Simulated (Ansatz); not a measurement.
C11b WSi₂, treated with revPBE (plane waves, PAW; Ansatz, a quantum-chemistry and plane-wave program).

Numerical settings: plane-wave cutoff 520 eV, 24×24×24 k mesh, Fermi–Dirac smearing 0.05 eV, no spin polarisation, scalar-relativistic PAW data made under PBE.

Shape and atoms are relaxed at each volume.

Pressure at four volumes; x = ln(V/13.796 Å³). One pressure is withheld.

```json
[
 {"V (Å³/atom)": "13.244", "x": "-0.0408", "P (GPa)": "?"},
 {"V (Å³/atom)": "13.520", "x": "-0.0202", "P (GPa)": "4.50"},
 {"V (Å³/atom)": "13.796", "x": "0.0000", "P (GPa)": "0.01"},
 {"V (Å³/atom)": "14.348", "x": "0.0392", "P (GPa)": "-7.63"}
]
```

### Question
Pass a parabola P(x) through the three rows shown, estimate the bulk modulus and its pressure derivative near zero pressure, and predict the withheld pressure.

### Answer
Slopes between the rows: (0.01 − (4.50))/(0.0000 − (-0.0202)) = -222.28 and (-7.63 − (0.01))/(0.0392 − (0.0000)) = -194.90 GPa. Their difference over the span 0.0594 is c = 27.38/0.0594 = 460.9 GPa, so P(x) = 4.50 + (-222.28)(x − (-0.0202)) + 460.9 (x − (-0.0202))(x − (0.0000)). At the middle row B = −dP/dx = −[-222.28 + 460.9 × 0.0202] = 213.0 GPa, and B′ = dB/dP = 2c/B = 4.3. At x = -0.0408 the parabola gives 9.47 GPa; the run gives 9.50 GPa. The Birch–Murnaghan fit to the energies at all volumes has B0 = 212 GPa and B′ = 4.4.

Spin–orbit coupling is not included.
